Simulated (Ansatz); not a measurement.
Functionals compared on a constructed model of the (0001) surface of hcp Hf, a pseudomorphic layer of Pd in the host's stacking (bottom of the slab: a bare face, its two planes held), in Ansatz (plane waves, PAW). The structure was relaxed with PBE; the other rows are single points on it. Cutoff 420 eV (500 eV for r2SCAN).

Set-up: 7 atoms, 15.4 Å thick at the start; mesh 13x13x1; 0.1 eV smearing; dipole correction on; 2 atoms held, the rest relaxed; start symmetry kept, larger cells not searched; no spin, no spin-orbit, no U. It is one candidate, not shown to be the stable structure of the face. These notes are the PBE run's.

| functional | work function of the top face (eV) | rough cost of the single point |
|---|---|---|
| PBE | 4.27 | – |
| RPBE | 4.08 | very roughly 50 core-seconds |
| r2SCAN | 4.20 | around 100 core-seconds (rough) |

Ansatz is a program for electronic structure.
